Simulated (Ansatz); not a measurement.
We consider L1₂ (Cu3Au-type) Ni₃Si, described by rVV10 (PAW; Ansatz, a quantum-chemistry and plane-wave program).

Run with plane-wave cutoff 500 eV, 12×12×12 k mesh, Fermi–Dirac smearing 0.05 eV, no spin polarisation, scalar-relativistic PAW data made under PBE.

Computed at the level's own relaxed cell.

Problem. Give the computed equilibrium volume per atom and lattice constant a.

Solution. 
* **equilibrium volume per atom**: 10.91 Å³/atom
* **lattice constant a**: 3.521 Å

Measured, for comparison: equilibrium volume per atom 10.81 Å³/atom, lattice constant a 3.510 Å (temperature not stated, not corrected to a static lattice; as tabulated in Metallic Nickel Silicides: Experiments and Theory for NiSi and First Principles …). Computed (rounded) less measured: equilibrium volume per atom +0.9 %, lattice constant a +0.3 %.

The computed numbers hold no vibrational or temperature effects.
